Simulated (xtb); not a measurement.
xtb 6.7.1, GFN2-xTB: Mn(F)2(OH2)2 ([OH2]->[Mn](<-[OH2])([F])[F]), charge 0, multiplicity 6, 9 atoms. The geometry is a generated start, not checked to be a minimum at this level.

```
Quantity                                                                                                       Result
------------------------  -------------------------------------------------------------------------------------------
method                                                                                                       GFN2-xTB
--acc                                                                                                     1 (default)
--etemp (K)                                                                                             300 (default)
detailed input (--input)  none: ANC optimiser, Lindh (1995) Hessian, microcycle=20, maxdispl=1.0, hlow=0.01 (default)
basis functions                                                                                                    30
valence electrons                                                                                                  37
```

```xyz
9

Mn     0.5485    -0.3439     0.3942
F      1.2575     1.0520    -0.6468
F      1.5065    -1.8336     0.8544
O     -0.7543    -1.1481    -1.4578
H     -0.3645    -2.0129    -1.6539
H     -0.4682    -0.5342    -2.1490
O     -0.5228     1.2743     1.7426
H     -1.3401     1.5802     1.3291
H      0.1374     1.9660     1.5872
```

Charge 0 and multiplicity 6 are set for this test and not shown to be the ground state. GFN-xTB has no spin term: --uhf 5 sets the occupations alone.

The structure is relaxed from this start with --opt LEVEL for the levels crude, sloppy, loose, lax, normal, tight, vtight, extreme, once each. Up to the end of the extreme run atoms move by at most 0.99 Å along an axis.

What is the loosest level that ends within 1 meV of the extreme run, and how many cycles does it take?

normal: 53 cycles against 68, ending 0.39 meV above.

| level | cycles | energy above the extreme run (meV) | gradient norm (eV/Å) |
|---|---|---|---|
| crude | 1 | 64 | 0.16 |
| sloppy | 1 | 64 | 0.16 |
| loose | 1 | 64 | 0.16 |
| lax | 40 | 2.5 | 0.089 |
| normal | 53 | 0.39 | 0.029 |
| tight | 60 | 0.063 | 0.028 |
| vtight | 67 | under 0.01 | 0.0041 |
| extreme | 68 | — | 0.0012 |
